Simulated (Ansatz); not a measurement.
Abridged Ansatz (a first-principles code) output:

```
Relaxation: its limit of steps is 50 (relax.max_steps)
Pseudopotential: Zn, paw, valence charge 12
Pseudopotential: S, paw, valence charge 6
Crystal: 2 atoms, lattice volume = 38.233 Å³
Basis set: ecut = 420 eV, 733 PW (Γ), exchange–correlation on 54×54×54 points (8 copies of the dense FFT grid, shifted against one another)
Bands: 13, of which v1, the nominal top of the filled ones, is band 9 counted from 1 (8 counted from 0)
Symmetry: 8 space group operations
k-points: 126 of 1331 (time reversal used)
Functional: x = pbesol(κ = 0.804, μ = 0.12345679012345678), c = pbesol(β = 0.046)
SCF iter   1: F=—  HF=-4167.444534 eV  |F-HF|=—  |Δ(HF+E_count)|=         —  Δρ=5.58e-3  dr2=1.37e-2  ethr=1.77e-3  ⟨swp⟩=5.3  Hψ=9635  notcnv=0
SCF iter   2: F=—  HF=-4167.440152 eV  |F-HF|=—  |Δ(HF+E_count)|=   4.38e-3  Δρ=9.01e-4  dr2=1.61e-4  ethr=7.63e-5  ⟨swp⟩=2.9  Hψ=4263  notcnv=0
SCF 1 converged in 7 iterations: F = -4167.440194 eV  dr2 = 9.22e-12
relax step   1: F+E_penalty+E_count = -4167.44019401 eV  Δ(F+E_penalty+E_count) = +0.000e0 eV  max|allowed force component| = 1.110e-16 eV/Å  Δτ_max = 0.0000 Å  (7 SCF iters, accepted)
SCF converged after 7 iterations
Free energy (F): -4167.440194 eV
Internal energy: -4167.440194 eV  (E = F + TS)
E sigma→0 (E₀):  -4167.440194 eV
Fermi energy:    7.205883 eV
--- Forces (eV/Å), atoms counted from 1 ---
  atom   1  Zn     0.00000000     0.00000000    -0.00000000
  atom   2  S     -0.00000000     0.00000000    -0.00000000
--- Stress (GPa, compression-positive) ---
        0.321478      -0.000000       0.000000
       -0.000000       0.321478       0.000000
       -0.000000       0.000000       0.530356
  P = ⅓ Tr σ = 0.3911 GPa (3.911 kbar)
--- Relaxed structure (1 steps of the walk, 1 accepted, 0 SCFs on fresh bases) ---
  atoms:
    - { symbol: Zn, position: [0.0, 0.0, 0.0] }
    - { symbol: S, position: [0.25, 0.25, 0.25] }
```

### Question
What was computed, and what are the main results?

### Answer
ZnS, 2 atoms in the cell, with DFT with PBEsol, PAW potentials and a 420 eV plane-wave cutoff in Ansatz, no spin-orbit coupling. The last SCF converged to F = -4167.440194 eV, or -2083.7201 eV per atom, at a pressure of 0.39 GPa. The total energy compares only with runs of the same code, potentials and settings.

The cells carry an imposed strain or load. Stability against distortions was not tested. The cell was made from ZnS in the zinc blende structure (space group F-43m, No. 216) by this change: uniaxial strain ε_zz = −0.50 %.

Keys are those of Ansatz 0.2.
